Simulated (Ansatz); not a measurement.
```
CELL_PARAMETERS angstrom
     23.00000     0.00000     0.00000
      0.00000    14.50000     0.00000
      0.00000     0.00000     5.71417
ATOMIC_POSITIONS crystal
  Se 0.24294 0.38499 0.65959
  W  0.26908 0.50000 0.36386
  Se 0.24294 0.61501 0.65959
  Se 0.32000 0.37207 0.15210
  W  0.31421 0.50000 0.85599
  Se 0.32000 0.62793 0.15210
  Se 0.38970 0.38991 0.66661
  W  0.39019 0.50000 0.31715
  Se 0.38970 0.61009 0.66661
  Se 0.46426 0.38266 0.16764
  W  0.46527 0.50000 0.83778
  Se 0.46426 0.61734 0.16764
  Se 0.53574 0.38266 0.66764
  W  0.53473 0.50000 0.33778
  Se 0.53574 0.61734 0.66764
  Se 0.61030 0.38991 0.16661
  W  0.60981 0.50000 0.81715
  Se 0.61030 0.61009 0.16661
  Se 0.68000 0.37207 0.65210
  W  0.68579 0.50000 0.35599
  Se 0.68000 0.62793 0.65210
  Se 0.75706 0.38499 0.15959
  W  0.73092 0.50000 0.86386
  Se 0.75706 0.61501 0.15959
```

Level of theory: PBE (plane waves to 420 eV, PAW; Ansatz, a program for electronic structure). Mesh 1×1×6. No spin polarisation, so a magnetic state wasn't tested. One-dimensional cell, images about 11 Å apart. A hypothetical model, cut from the flat sheet. It keeps the symmetry and period of its start, so it need not be a minimum against all distortions. Values not marked SOC lack spin–orbit coupling.

### Question
Tabulate the two highest filled and two lowest empty levels along the axis, from the valence top.

### Answer
```csv
k (2π/c),v2 (eV),v1 (eV),c1 (eV),c2 (eV)
0.000,-0.17,-0.01,0.47,0.55
0.042,-0.16,-0.02,0.48,0.56
0.083,-0.14,-0.03,0.53,0.59
0.125,-0.11,-0.05,0.59,0.64
0.167,-0.08,-0.08,0.68,0.70
0.208,-0.10,-0.05,0.76,0.78
0.250,-0.07,-0.03,0.79,0.81
0.292,-0.05,-0.01,0.76,0.78
0.333,-0.04,0.00,0.74,0.76
0.375,-0.03,0.00,0.72,0.73
0.417,-0.02,-0.02,0.70,0.71
0.458,-0.04,-0.02,0.69,0.70
0.500,-0.03,-0.03,0.69,0.69
```
